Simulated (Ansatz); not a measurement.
# Cu2ZnSnS4: stress against strain

Cu2ZnSnS4 (I-4, 20.436 Å³/atom and stress up to 0.01 GPa in the relaxed cell, c along z) under an equal strain ε in the (001) plane with the normal axis free, as in a coherent film. PBE in Ansatz, a plane-wave DFT program (PAW, default set), 420 eV, 9×9×9 Γ-centred mesh, Fermi-Dirac smearing 0.05 eV; ions are relaxed, or left where forces stay under 0.02 eV/Å, within the symmetry of each cell. Stress is positive for a compressed cell.

Here s stands for strain and y for stress xx.

| strain (%) | stress xx (GPa) |
|---|---|
| -3.00 | ? |
| -1.50 | 1.24 |
| -0.75 | 0.61 |
| 0.00 | 0.00 |
| 0.75 | -0.59 |
| 1.50 | -1.16 |

### Question
Fit y against s with a straight line, and predict the withheld value at s = -3.00.

### Answer
Means: s 0, y 0.020. About the means, the sum of products is -4.5000 and the sum of squares of s is 5.6250; the slope is their ratio. Least squares gives y = 0.020 - 0.8000·s. Residuals (row less fit): 0.020, -0.010, -0.020, -0.010, 0.020; standard error 0.022 (degrees of freedom: 3). The slope gives the biaxial elastic modulus of this plane = 80.0 ± 0.9 GPa (± standard error of the fit, which holds the terms cut off). At the withheld row, y = 0.020 - 0.8000 × (-3.00) = 2.420 GPa. The calculation gives 2.58 GPa, 0.160 GPa above the prediction (4.3 % of the range of y in the table). The row lies outside the fitted rows, so this is an extrapolation. From the scatter of the fitted rows alone, a prediction at this place has a standard error of 0.036 GPa, so the miss is 4.4 times that.

A polynomial of degree 2 through the 8 other runs of the series gives 2.57 there, so most of the miss is curvature that the fit leaves out. This level leaves no gap over 0.05 eV at strain 0.00, 0.75, 1.50 %. The start is a measured cell from the literature; how it stands against other phases or cation orders wasn't checked. Rows are the converged runs of the series near zero and its far end; series whose fitted rows scatter by over a few per cent of the range, as at a crossing or softening among them, aren't shown in this form, nor equations of state whose B0' disagrees with the runs' pressures. Most that stay on the fit to the last digits aren't either.
